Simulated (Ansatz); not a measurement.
# MoSi2 under a change: Mo interstitial (started 1.60 Å from the nearest host atom), symmetric start

Consider a 9-atom supercell of MoSi₂ (space group I4/mmm, No. 139; a = 3.2022 Å, c = 7.8195 Å) at its relaxed geometry.

It is then changed as follows: one Mo atom is added in an open site, starting 1.60 Å from the nearest host atom, atoms relaxed at fixed cell.

The values are results of r2SCAN in Ansatz (plane waves to 500 eV, PAW, scalar-relativistic without spin-orbit coupling), earlier PAW set, not measurements. Settings: 6×6×6 k-points, 0.05 eV Fermi–Dirac smearing.

| quantity | base | changed | shift |
|---|---|---|---|
| pressure | 0.0 GPa | 61.9 GPa | +61.9 GPa |
| largest displacement of a host atom from its site in the perfect cell | – | 0.78 Å | – |
| final site of the added atom | – | 2 Mo at 2.34 Å and 8 Si at 2.39–2.75 Å | – |

Final structure:

```yaml
crystal:
  lattice:
    - [-1.60108, 1.60108, 3.90975]
    - [1.60108, -1.60108, 3.90975]
    - [6.40434, 3.20217, 0.00000]
  atoms:
    - { symbol: Mo, position: [0.00000, 0.00000, 0.00000] }
    - { symbol: Mo, position: [0.48645, 0.51355, 0.28734] }
    - { symbol: Mo, position: [0.51355, 0.48645, 0.71266] }
    - { symbol: Si, position: [0.33313, 0.33313, 0.00000] }
    - { symbol: Si, position: [0.94529, 0.61782, 0.32064] }
    - { symbol: Si, position: [0.61782, 0.94529, 0.67936] }
    - { symbol: Si, position: [0.66687, 0.66687, 0.00000] }
    - { symbol: Si, position: [0.38218, 0.05471, 0.32064] }
    - { symbol: Si, position: [0.05471, 0.38218, 0.67936] }
    - { symbol: Mo, position: [0.00000, 0.00000, 0.50000] }
```

Cost of the whole job for the changed cell (relaxation, final SCF and bands): about 9 core-minutes (a rough figure).

The cell is small, so the values are those of an ordered compound at a high defect concentration; dilute-limit values will differ. The mesh was chosen for an insulator and is coarse for the gapless case. The defect started on the symmetric site and kept its symmetry, so it may sit on a saddle. All final runs are without spin polarisation. The defect cell is not spin-polarised.

Ansatz is a program for electronic structure.
